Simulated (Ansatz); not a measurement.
**A computed series for ZrC: response to strain**

Take ZrC in the rock salt structure (space group Fm-3m, No. 225; a = 4.669 Å; relaxed with 0.1 eV smearing) as the base. Axes: x, y, z lie along the cube axes.

Strains are applied to the cell and any free atomic positions relax; under biaxial strain the out-of-plane vector relaxes too; under stress the whole cell relaxes.

All numbers come from PBEsol/PAW in Ansatz (a quantum-chemistry and plane-wave program), no SOC.

Notes on the quantities. pressure: mean of the normal stresses, compression positive; energy relative to the base: free energy F.

| variant | pressure | energy relative to the base | shortest interatomic distance |
|---|---|---|---|
| base | 0.0 GPa | 0 meV/atom | 2.335 Å |
| biaxial strain +0.67 %, plane normal [110], relaxed out of plane | -2.2 GPa | +1.8 meV/atom | 2.338 Å |
| isotropic strain +0.56 % | -3.8 GPa | +2.6 meV/atom | 2.348 Å |
| uniaxial strain ε_zz = −4.57 % | 13.2 GPa | +48 meV/atom | 2.228 Å |
| uniaxial strain ε_zz = +2.30 % | -4.9 GPa | +9.6 meV/atom | 2.335 Å |
| tensor shear ε_yz = +3.60 % | 0.3 GPa | +32 meV/atom | 2.335 Å |
| tensor shear ε_xy = +3.36 % | 0.2 GPa | +28 meV/atom | 2.335 Å |
| uniaxial stress, 1 GPa tension along x | – | +0.1 meV/atom | 2.334 Å |
| tensor shear ε_xz = −1.04 % | 0.0 GPa | +2.7 meV/atom | 2.335 Å |
| tensor shear ε_xz = −0.64 % | 0.0 GPa | +1.0 meV/atom | 2.335 Å |

A biaxial case was relaxed in a doubled cell and then solved in the primitive one. Beyond what the load breaks, stability against distortions was not tested. All final runs are without spin polarisation.
